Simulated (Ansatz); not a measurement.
The reference is ZnS in the wurtzite structure (space group P6_3mc, No. 186).

```
ZnS
1.0
    3.84528     0.00000     0.00000
   -1.92264     3.33011     0.00000
    0.00000     0.00000     6.30521
Zn S
2 2
Cartesian
  0.00000   2.22007   0.00143
  1.92264   1.11004   3.15403
  0.00000   2.22007   2.36302
  1.92264   1.11004   5.51563
```

Cartesian axes are those of the cell as printed.

Method: plane-wave PAW DFT at the PBE level (Ansatz, a program for electronic structure, 420 eV), no SOC.

Modification: uniaxial strain ε_zz = −1.20 %, all other strain components held at zero, atoms relaxed at fixed cell.

Question: Predict the stress tensor and what it implies for the stiffness.

Answer: Stress of the strained cell less that of the base (GPa, compression positive):
```
   0.49    0.00    0.00
   0.00    0.49    0.00
   0.00    0.00    1.66
```

Then −Δσ_ii/ε with ε = -0.0120 gives relaxed-ion elastic constants: C33 ≈ 139 GPa, C13 ≈ 41 GPa and C23 ≈ 41 GPa.

No phonon test of stability was made.
